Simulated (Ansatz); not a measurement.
The parent structure is ZnO in the wurtzite structure (space group P6_3mc, No. 186; a = 3.235 Å, c = 5.211 Å). Axes: x lies along a and z along c of the hexagonal cell.

All numbers come from r2SCAN, PAW, 500 eV (Ansatz, a quantum-chemistry and plane-wave program; no spin-orbit coupling).

Strains are applied to the cell and any free atomic positions relax; under biaxial strain the out-of-plane vector relaxes too.

One change was made to it. Results:

```tsv
quantity	base	after
valence-band top at Γ (three highest levels, from the VBM)	0.00, 0.00, -0.10 eV	0.00, 0.00, -0.09 eV
gap character	direct at Γ	direct at Γ
volume per atom	11.81 Å³	11.87 Å³
```

### Question
What was done to the base?
A. biaxial strain +0.51 %, plane normal [001], relaxed out of plane
B. biaxial strain +2.06 %, plane normal [001], relaxed out of plane
C. uniaxial strain ε_xx = +4.45 %
D. biaxial strain +2.49 %, plane normal [001], relaxed out of plane

### Answer
A, biaxial strain +0.51 %, plane normal [001], relaxed out of plane. For comparison, the volume per atom in the other runs: biaxial strain +2.49 %, plane normal [001], relaxed out of plane gives 12.07 Å³; biaxial strain +2.06 %, plane normal [001], relaxed out of plane gives 12.03 Å³; uniaxial strain ε_xx = +4.45 % gives 12.33 Å³.

Stability against distortions was not tested. k-point labels follow each cell's own Brillouin zone.
